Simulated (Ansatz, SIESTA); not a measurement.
**MnAlGe (P1, 6 atoms in the cell) computed with different codes at matched settings**

Self-consistent single point, at a second geometry (atoms moved at random). First geometry:

```xyz
6
Lattice="3.8582 0.0000 0.0000 0.0000 3.8582 0.0000 0.0000 0.0000 5.9852" Properties=species:S:1:pos:R:3 pbc="T T T"
Mn     1.9291     1.9291     0.0000
Mn     0.0000     0.0000     0.0000
Al     0.0000     1.9291     4.1941
Al     1.9291     0.0000     1.7911
Ge     1.9291     0.0000     4.2937
Ge     0.0000     1.9291     1.6915
```
Moments meant for the start (each program seeds them in its own way; μB, in the order of the atoms Mn Mn Al Al Ge Ge): 4.0 4.0 0.0 0.0 0.0 0.0.

Second geometry:
```yaml
crystal:
  lattice:
    - [3.85818, 0.00000, 0.00000]
    - [0.00000, 3.85818, 0.00000]
    - [0.00000, 0.00000, 5.98519]
  atoms:
    - { symbol: Mn, position: [0.48597, 0.51911, 0.00264], spin: 4.0 }
    - { symbol: Mn, position: [0.99740, 0.00310, 0.00348], spin: 4.0 }
    - { symbol: Al, position: [0.99947, 0.48674, 0.70300] }
    - { symbol: Al, position: [0.50931, 0.99234, 0.28555] }
    - { symbol: Ge, position: [0.50878, 0.00646, 0.71236] }
    - { symbol: Ge, position: [0.99907, 0.49224, 0.29297] }
```
(The spins are starting values, not results.)

Shared settings, as Ansatz (a quantum-chemistry and plane-wave program) writes them: kpoints.mp_grid.grid = 5 5 3; scf.occupations.method = gaussian; scf.occupations.width = 0.0073 Ry. Potentials and cutoffs stand in the table.

```
code                                                                                                                            model  ΔF from the first geometry (meV/atom)  pressure (GPa)  largest force (eV/Å)  size of the net moment (μB/atom)       cutoff
------  -----------------------------------------------------------------------------------------------------------------------------  -------------------------------------  --------------  --------------------  --------------------------------  -----------
SIESTA  GGA PBEsol, numerical atomic orbitals DZP, PseudoDojo PBEsol standard norm-conserving potentials (rewritten from UPF to PSML)                                   18.5           -3.41                 0.923                              0.72  grid 400 Ry
Ansatz                                                                                                PBEsol, PAW files made with PBE                                   20.5           -3.67                 1.072                              0.70      default
```

Size of the force on each atom (eV/Å): Sizes of forces hide their directions.

| code | Mn1 | Mn2 | Al3 | Al4 | Ge5 | Ge6 |
|---|---|---|---|---|---|---|
| SIESTA | 0.736 | 0.271 | 0.732 | 0.555 | 0.539 | 0.923 |
| Ansatz | 0.746 | 0.256 | 0.700 | 0.529 | 0.649 | 1.072 |

On Ansatz's run: the magnetic order is the one reached from the typed start; others were not searched systematically.

The spread over the programs that give each value: ΔF from the first geometry within 2.0 meV/atom; pressure within 0.26 GPa; largest force within 0.149 eV/Å; size of the net moment within 0.02 μB/atom.

SIESTA uses small atom-centred bases, whose incompleteness enters pressures, forces and empty levels differently from a plane-wave cutoff. Ansatz's pressure is given at a fixed set of plane waves, as the other plane-wave codes print theirs; with its correction for the finite basis it is -3.57 GPa.

The shared mesh is coarse (it stands for a supercell whose shortest vector is 18 Å), so the values are not converged in it.

The starting cell comes from a database of computed structures (which also holds hypothetical and non-ambient phases and stackings), without a prior relaxation at this level. For this run, on top of that: atoms moved at random.

Keys are those of Ansatz 0.2.
